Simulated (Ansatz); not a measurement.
Base system: AgCl in the rock salt structure (space group Fm-3m, No. 225; a = 5.6115 Å).

Structures relaxed with PBE (Ansatz, an electronic-structure program), scalar-relativistic without spin-orbit coupling.

Base:

Simulated powder pattern, Cu Kα1, λ = 1.54056 Å (kinematic, ideal powder, no thermal factors, no anomalous dispersion; the 10 strongest lines at most, above 2 %, up to 2θ = 90°):

| 2θ (°) | I/Imax (%) | hkl |
|---|---|---|
| 27.51 | 51 | (111) |
| 31.87 | 100 | (200) |
| 45.69 | 69 | (220) |
| 54.16 | 24 | (311) |
| 56.79 | 23 | (222) |
| 66.61 | 10 | (400) |
| 73.50 | 9.2 | (331) |
| 75.74 | 29 | (420) |
| 84.52 | 22 | (422) |

Modification: full substitution Cl → Br, then cell and atoms are relaxed.

Question: Where do the lines fall after the change?

Answer: 
Simulated powder pattern, Cu Kα1, λ = 1.54056 Å (kinematic, ideal powder, no thermal factors, no anomalous dispersion; the 10 strongest lines at most, above 2 %, up to 2θ = 90°):

```tsv
2θ (°)	d (Å)	I/Imax (%)	hkl
26.41	3.372	4.7	(111)
30.58	2.921	100	(200)
43.80	2.065	72	(220)
51.87	1.761	2.0	(311)
54.36	1.686	25	(222)
63.67	1.460	11	(400)
72.28	1.306	31	(420)
80.49	1.192	23	(422)
```

The indices refer to each structure's own conventional cell; one index is shown for lines that coincide.

No phonon test of stability was made.
